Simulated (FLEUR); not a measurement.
Band structure of SrCd (Pm-3m, 2 atoms in the cell).

```
SrCd
1.0
    4.06670     0.00000     0.00000
    0.00000     4.06670     0.00000
    0.00000     0.00000     4.06670
Sr Cd
1 1
Direct
  0.50000   0.50000   0.50000
  0.00000   0.00000   0.00000
```

Level of theory: FLEUR with PBEsol, all-electron FLAPW (FLEUR), scalar-relativistic valence.

Settings: Kmax = 3.8 1/bohr; GmaxXC = 15.2 1/bohr; xcFunctional = PBEs; jspins = 1; l_soc = F; mode = hist; fermiSmearingEnergy = 0.00367493 Htr; mesh (inpgen div1-3) = 11 11 11; inpgen gamma flag = false; Gmax = 15.2 1/bohr; numbands = 0; maxIterBroyd = 40; imix = Anderson; alpha = 0.05.

The starting cell comes from a database of computed structures (which also holds hypothetical and non-ambient phases and stackings), without a prior relaxation at this level. Its lattice was rescaled by a random factor within 2.5 % of one. Values depend on the basis (sphere radii, cutoffs, local orbitals), which need not be converged.

These are the values that this program gave, and no reference: the default basis lacks the next d shell.

Levels in eV from the Fermi level, bands 11 to 18:
```csv
point,11,12,13,14,15,16,17,18
Γ,-8.44,-8.44,-5.66,1.37,1.37,3.84,3.84,3.84
X,-8.43,-8.42,-3.57,-2.35,1.76,2.23,2.23,5.14
M,-8.49,-8.32,-3.06,-0.03,-0.03,1.07,3.81,3.81
R,-8.32,-8.32,-0.86,-0.68,-0.68,-0.68,4.41,4.41
```
